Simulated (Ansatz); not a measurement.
Base system: TiB₂ (space group P6/mmm, No. 191; relaxed with 0.1 eV smearing).

```
CELL_PARAMETERS angstrom
      3.03238     0.00000     0.00000
     -1.51619     2.62612     0.00000
      0.00000     0.00000     3.22383
ATOMIC_POSITIONS crystal
  Ti 0.00000 0.00000 0.00000
  B  0.66667 0.33333 0.50000
  B  0.33333 0.66667 0.50000
```

The values are results of PBE, PAW, 420 eV (Ansatz, a first-principles code; no spin-orbit coupling), not measurements.

For the base:

- Pressure = 0.0 GPa
- Band gap = zero

Modification: the cell is scaled by 0.9750 in all directions; the atoms relax in the strained cell.

Question: What does the calculation give for the pressure after the change?

Answer: The pressure (mean of the normal stresses, compression positive) goes from zero to 22.4 GPa.

Question: How does this affect the energy relative to the base?

Answer: The energy goes up by 41 meV/atom.

Question: What does the calculation give for the band gap after the change?

Answer: The band gap stays zero.

Whether these cells are dynamically stable was not tested. All final runs are without spin polarisation.
